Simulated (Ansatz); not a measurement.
AlPt under a change: biaxial strain +3.14 %, plane normal [111], relaxed out of plane

Take AlPt (space group P2_13, No. 198; a = 4.8684 Å; a cell from a computed database, its experimental status unchecked) as the base. Axes: x, y, z lie along the cube axes.

It is then changed as follows: biaxial strain +3.14 %, plane normal [111], relaxed out of plane (Cartesian); in-plane vectors clamped, the third vector and the atoms free.

Level of theory: PBEsol in Ansatz (plane waves to 420 eV, PAW, no spin-orbit coupling). k-mesh 10×10×10 (Γ-centred); smearing 0.05 eV (Fermi–Dirac).

- Volume per atom: 14.90 Å³ (base 14.42 Å³)
- Space group: R3 (No. 146) (base P2_13 (No. 198))
- Shortest interatomic distance: 2.570 Å (base 2.596 Å)
- Energy relative to the base (free energy F): +25 meV/atom
- Pressure (mean of the normal stresses, compression positive): -5.6 GPa (base 0.0 GPa)
- Band gap: zero (base zero)
- Out-of-plane strain: -2.90 % (rough)
- Mean in-plane stress (compression positive): -8.4 GPa (rough)

Final structure (turned so that z lies along the plane normal):

```
CELL_PARAMETERS angstrom
      7.10109     0.00000     0.00000
      3.55054     6.14972     0.00000
      3.55054    -2.04991     2.72914
ATOMIC_POSITIONS crystal
  Al 0.31942 0.84029 0.52087
  Al 0.50087 0.15422 0.15658
  Al 0.18833 0.65745 0.15658
  Al 0.99764 0.34491 0.15658
  Pt 0.69156 0.15422 0.46267
  Pt 0.49271 0.85107 0.84890
  Pt 0.80732 0.34161 0.84890
  Pt 0.00217 0.65622 0.84890
```

Without a gap, meshes like the base's 10×10×10 leave anisotropic stresses uncertain by several tenths of a GPa, and small strain energies with them. No phonon test of stability was made. All final runs are without spin polarisation.

Ansatz is a program for electronic structure.
